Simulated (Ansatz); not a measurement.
# TiC: energy against volume

TiC (rock salt, Fm-3m, 10.169 Å³/atom and stress up to 0.01 GPa in the relaxed cell, cube axes along x, y and z) under hydrostatic pressure, with the cell free. PBE in Ansatz, a plane-wave DFT program (PAW, default set), 420 eV, 18×18×18 Γ-centred mesh, Fermi-Dirac smearing 0.05 eV; ions are relaxed, or left where forces stay under 0.02 eV/Å, within the symmetry of each cell.

Here V stands for volume and E for E less E0.

```csv
volume (Å³/atom),E less E0 (meV/atom),pressure (GPa)
10.2516,0.51,-1.99
10.2097,0.13,-0.99
10.1692,0.00,0.00
10.1331,0.10,0.89
10.0859,0.54,2.09
9.9946,2.40,4.49
9.8331,9.17,9.00
9.6366,23.81,15.00
9.2158,?,?
```

The 8 complete rows are fitted with the third-order Birch-Murnaghan form, a cubic in V^(-2/3), E against V. With u = V^(-2/3) - 0.2149, the rows have u = -0.0029961, -0.0024168, -0.0018530, -0.0013473, -0.0006815, 0.0006211, 0.0029745, 0.0059263. Least squares gives E = 1.349 + 1457.6·u + 393547·u² + 8137·u³. Residuals (row less fit): -0.004, 0.005, 0.001, 0.000, 0.002, -0.006, 0.003, -0.001; standard error 0.005 (degrees of freedom: 4). Its minimum lies at u = -0.0018520, so V0 = (0.2130480)^(-3/2) = 10.17. There d²E/du² = 787000 and d³E/du³ = 48820, so B0 = (4/9) × 10.17^(-7/3) × 787000 × 0.160218 = 250 GPa (the last factor turns the table's units into GPa), and B0' = 4 + (2/3) × 0.2130480 × (48820)/787000 = 4.0. B0' rests on the cubic coefficient alone and has a standard error of 0.1 from these residuals.

### Question
What does the fit predict for E at V = 9.2158, and how far is the calculated value from it?

### Answer
u = 0.0125982, so E = 1.349 + 1457.6 × 0.0125982 + 393547 × 0.0125982² + 8137 × 0.0125982³ = 82.190 meV/atom. The calculation gives 82.18 meV/atom, 0.010 meV/atom below the prediction (0.0 % of the range of E in the table). The row lies outside the fitted rows, so this is an extrapolation. The scatter of the fitted rows lies at the last printed digit.

In a metal these values are sensitive to mesh and smearing; energies are taken to zero smearing, stresses follow the free energy. The runs aren't spin-polarised. Other structures, which can take over under pressure, weren't tried. The same form fitted to the pressure column gives B0' = 4.0; series where the two differ by over 0.4 aren't shown. Rows are the converged runs of the series near zero and its far end, less any whose ions stayed unrelaxed beside relaxed ones; series whose fitted rows scatter by over a few per cent of the range, as at a crossing or softening among them, aren't shown in this form.
